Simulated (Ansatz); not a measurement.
For As (model structure, from the lonsdaleite type, P6₃/mmc, No. 194), PBE-D3(BJ) in Ansatz (PAW) gives:

- lattice constant a = 4.552 Å
- lattice parameter c = 5.691 Å
- cohesive energy = 3.14 eV/atom

Problem. What does r²SCAN in Ansatz (plane waves, PAW) give for the same quantities?

Solution. 
- lattice constant a: 4.584 Å (grows by 0.7 %)
- lattice parameter c: 5.752 Å (rises by 1.1 %)
- cohesive energy: 2.64 eV/atom (decreases by 0.50 eV/atom)

Changes are worked out from the printed values.

Unless a cell is named, each level is at its own relaxed cell (PBE-D3(BJ) 25.53, r²SCAN 26.18 Å³/atom).

Ansatz's density-functional and Hartree–Fock values are scalar-relativistic unless marked +SOC, with PAW data made under PBE.

A model structure was made by putting elements into a prototype or built by hand; it is no filed structure, need not be a known phase, and can be a saddle point held by its symmetry.

Ansatz is a program for electronic structure.
